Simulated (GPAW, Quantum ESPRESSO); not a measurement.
A Quantum ESPRESSO input for a self-consistent single point of CaCu4As2 (R-3m, 7 atoms in the cell) (DFT, PBEsol, plane waves, PSlibrary PAW (PBE) pseudopotentials):

```fortran
&CONTROL
   calculation = 'scf'
   prefix = 'scf'
   outdir = './work'
   pseudo_dir = './'
   tprnfor = .true.
   tstress = .true.
/
&SYSTEM
   ibrav = 0
   nat = 7
   ntyp = 3
   ecutwfc = 50
   ecutrho = 300
   occupations = 'smearing'
   smearing = 'gaussian'
   degauss = 0.019992
   input_dft = 'pbesol'
/
&ELECTRONS
   conv_thr = 1.0e-11
   mixing_beta = 0.4
/
ATOMIC_SPECIES
Ca    40.0780  Ca.pbe-spn-kjpaw_psl.1.0.0.UPF
Cu    63.5460  Cu.pbe-dn-kjpaw_psl.1.0.0.UPF
As    74.9216  As.pbe-n-kjpaw_psl.1.0.0.UPF
ATOMIC_POSITIONS {crystal}
Ca    0.000000000    0.000000000    0.000000000
Cu    0.144540000    0.144540000    0.144540000
Cu    0.855460000    0.855460000    0.855460000
Cu    0.561343000    0.561343000    0.561343000
Cu    0.438657000    0.438657000    0.438657000
As    0.252170000    0.252170000    0.252170000
As    0.747830000    0.747830000    0.747830000
K_POINTS {automatic}
5 5 5  0 0 0
CELL_PARAMETERS {bohr}
   3.795498755     2.191332228    13.918549114
  -3.795498755     2.191332228    13.918549114
   0.000000000    -4.382664455    13.918549114
```

Problem. Translate this input to GPAW.

Solution. One input that does it (others would too):

```python
from ase import Atoms
from ase.units import GPa
from gpaw import GPAW, PW

atoms = Atoms(['Ca', 'Cu', 'Cu', 'Cu', 'Cu', 'As', 'As'],
              cell=[[2.008491, 1.159604, 7.365379],
                    [-2.008491, 1.159604, 7.365379],
                    [0.000000, -2.319206, 7.365379]],
              positions=[[0.000000, 0.000000, 0.000000],
                         [0.000000, 0.000000, 3.193776],
                         [-0.000000, 0.000002, 18.902361],
                         [0.000000, 0.000001, 12.403512],
                         [0.000000, 0.000001, 9.692625],
                         [-0.000000, 0.000001, 5.571983],
                         [-0.000000, 0.000001, 16.524154]],
              pbc=True)

calc = GPAW(mode=PW(850),
            xc='PBEsol',
            kpts=(5, 5, 5),
            occupations={'name': 'methfessel-paxton', 'width': 0.272, 'order': 0},
            nbands=-13,
            convergence={'density': 1e-05},
            symmetry={'symmorphic': False, 'tolerance': 0.0005},
            maxiter=120,
            txt='-')

atoms.calc = calc

energy = atoms.get_potential_energy()
print('Energy (eV):', round(energy, 6))
forces = atoms.get_forces()
print('Forces (eV/Ang):')
print(forces.round(5))
stress = atoms.get_stress()
print('Stress (GPa, Voigt):', (stress / GPa).round(4))
```

Basis settings and potentials, where a program has them, do not carry over. This input uses DFT PBEsol, plane waves, GPAW PAW datasets PBEsol (made by gpaw-setup).

The starting cell comes from a database of computed structures (which also holds hypothetical and non-ambient phases and stackings), without a prior relaxation at this level. Its lattice was rescaled by a random factor within 2.5 % of one.
